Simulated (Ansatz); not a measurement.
## Ansatz run on Ta (Im-3m, 1 atom in the cell): self-consistent single point

Method: PBE (plane waves, PAW; Ansatz, a program for electronic structure).

Input:

Ansatz 0.2 input:
```yaml
crystal:
  lattice:
    - [-1.677934, 1.677934, 1.677934]
    - [1.677934, -1.677934, 1.677934]
    - [1.677934, 1.677934, -1.677934]
  atoms:
    - { symbol: Ta, position: [0.000000, 0.000000, 0.000000] }
kpoints:
  mp_grid: { grid: [18, 18, 18] }
hamiltonian:
  xc: pbe
  pseudopotentials: { kind: paw }
scf:
  occupations: { method: fermi_dirac, width: 0.136 }
output:
  forces: true
  eigenvalues: true
  stress: true
```

Log, with long lists cut:

```
WARN basis.ecutwfc = 420 eV, the default
WARN ansatz: RAYON_NUM_THREADS=1 ignored (pool sized by the plan → 1); use --threads N
Pseudopotentials: kind: paw
Pseudopotential: Ta, paw, valence charge 13
Crystal: 1 atoms, lattice volume = 18.897 Å³
Basis set: ecut = 420 eV, 369 PW (Γ), exchange–correlation on 40×40×40 points (8 copies of the dense FFT grid, shifted against one another)
Bands: 11, of which v1, the nominal top of the filled ones, is band 7 counted from 1 (6 counted from 0)
Symmetry: 48 space group operations
Space group: Im-3m (ITA 229), of the structure as read, at distance tolerance 2.7e-5 Å
k-points: 195 of 5832
Initial density: superposition of atomic densities (neutral atoms: chi_scale 0, normalization atom), corrected by the library's trained network
Initial wavefunctions: pseudopotential atomic-orbital guess
Eigensolver: davidson
Functional: x = pbe(κ = 0.804, μ = 0.2195149727645171), c = pbe(β = 0.06672455060314922)
SCF iter   1: F=—  HF=-9932.280767 eV  |F-HF|=—  |Δ(HF+E_count)|=         —  Δρ=1.94e-3  dr2=1.66e-4  ethr=1.77e-3  ⟨swp⟩=5.1  Hψ=11834  notcnv=0
all-band conjugate gradients solve this SCF's bands
preconditioner: auto → none
SCF iter   2: F=—  HF=-9932.280706 eV  |F-HF|=—  |Δ(HF+E_count)|=   6.15e-5  Δρ=9.66e-4  dr2=4.71e-5  ethr=1.28e-6  ⟨swp⟩=2.3  Hψ=4781  notcnv=0
SCF iter   3: F=—  HF=-9932.280782 eV  |F-HF|=—  |Δ(HF+E_count)|=   7.65e-5  Δρ=1.69e-4  dr2=1.49e-6  ethr=3.63e-7  ⟨swp⟩=2.5  Hψ=3237  notcnv=0
SCF iter   4: F=—  HF=-9932.280782 eV  |F-HF|=—  |Δ(HF+E_count)|=   1.97e-7  Δρ=5.97e-5  dr2=2.01e-7  ethr=1.15e-8  ⟨swp⟩=2.2  Hψ=3227  notcnv=0
iter 5 did not close the SCF: its close was put off for the readings that it lacked (scf_convergence_deferred on its scf_iter line)
SCF iter   5: F=-9932.280782 eV  HF=-9932.280782 eV  |F-HF|=1.15e-8  |Δ(HF+E_count)|=   6.90e-8  Δρ=2.03e-5  dr2=2.28e-8  ethr=1.55e-9  ⟨swp⟩=1.0  Hψ=2148  notcnv=0
SCF iter   6: F=-9932.280782 eV  HF=-9932.280782 eV  |F-HF|=7.28e-12  |Δ(HF+E_count)|=   9.13e-9  Δρ=1.09e-6  dr2=5.85e-11  ethr=1.75e-10  ⟨swp⟩=2.6  Hψ=6873  notcnv=0
SCF 1 converged in 6 iterations: F = -9932.280782 eV  dr2 = 5.85e-11
SCF converged after 6 iterations
Free energy (F): -9932.280782 eV
Harris-Foulkes:  -9932.280782 eV  (|F-HF|=7.28e-12)
Internal energy: -9932.197953 eV  (E = F + TS)
E sigma→0 (E₀):  -9932.239368 eV
Entropy (-TS):   -0.082829 eV (-82.829 meV/atom)
Fermi energy:    17.677733 eV
--- Per-component energies (eV) ---
  E_band       = -116.695913
  E_kinetic    = 364.469462
  E_local      = -574.901764  (includes V_loc(G=0)·N_el)
  E_nonlocal   = 14.375239
  E_hartree    = 197.681302
  E_xc         = -217.914745
  E_vxc        = -203.320348  (∫ρ·V_xc dr)
  E_paw        = -8396.394973  (= ΣΔE_a)
  E_vpaw       = -112.681193  (= ΣTr[D̂ρ^β])
  E_aug_tail   = 0.000164  (compensation charges beyond the density's cutoff)
  E_ewald      = -1319.512639
  E_smearing   = -0.082829  (= −TS)
  E_closure    = 0.000000  (closes the sum)
  Σ components = -9932.280782   (vs F -9932.280782, Δ=0.00e0)
--- Forces (eV/Å), atoms counted from 1 ---
  atom   1  Ta     0.00000000    -0.00000000     0.00000000
  max |Σ_I F_I| component: 3.90e-32 eV/Å
--- Stress (GPa, compression-positive) ---
       -5.666422       0.000000      -0.000000
       -0.000000      -5.666422       0.000000
       -0.000000      -0.000000      -5.666422
  P = ⅓ Tr σ = -5.6664 GPa (-56.664 kbar)
  The stress holds the Pulay correction. Without it, at fixed plane waves, as pw.x and ABINIT print it: P = -5.7184 GPa
--- Band table (eV; the first three rows and the last of 195) ---
  k-point 0: bands = ["-49.5521", "-15.5590", "-15.5590", "-15.5590", "9.9318", "18.3802", "18.3802", "18.3802", "21.4880", "21.4880", "32.0729"]
  k-point 1: bands = ["-49.5493", "-15.5916", "-15.5692", "-15.5592", "10.0617", "18.2959", "18.3566", "18.5074", "21.3503", "21.4884", "32.1886"]
  k-point 2: bands = ["-49.5412", "-15.6846", "-15.5985", "-15.5596", "10.4391", "18.0632", "18.2566", "18.8849", "21.0595", "21.4968", "32.4777"]
  k-point 194: bands = ["-49.3884", "-16.2644", "-16.2644", "-16.2644", "14.1187", "14.1187", "24.1063", "24.1063", "24.1063", "25.8377", "25.8377"]
```

The run converged in 6 iterations.

The starting cell comes from a database of computed structures (which also holds hypothetical and non-ambient phases and stackings), without a prior relaxation at this level. Its lattice was rescaled by a random factor within 2.5 % of one. Spin-orbit coupling is off. Spin polarisation is off. With a pressure of about -6 GPa the cell is away from its equilibrium volume at this level. Ansatz's pressure includes its estimate of the finite-basis (Pulay) stress.
